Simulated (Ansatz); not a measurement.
# CsCl-type CaO (model structure) (like a known high-pressure phase)

The numbers are results of LDA (Ansatz, a first-principles code, plane waves, PAW), not measurements.

Settings: plane-wave cutoff 500 eV, 14×14×14 k mesh, Fermi–Dirac smearing 0.05 eV, scalar-relativistic PAW data made under PBE.

Cell (relaxed at this level):

```
CELL_PARAMETERS angstrom
      2.84784     0.00000     0.00000
      0.00000     2.84784     0.00000
      0.00000     0.00000     2.84784
ATOMIC_POSITIONS crystal
  Ca 0.00000 0.00000 0.00000
  O  0.50000 0.50000 0.50000
```

```json
{
  "band_gap": "2.58 eV (on the SCF k mesh)"
}
```

Computed values are for the static lattice.

Cost on a shared machine: about 6 core-seconds (a rough figure).

A model structure was made by putting elements into a prototype or built by hand; it is no filed structure, need not be a known phase, and can be a saddle point held by its symmetry.
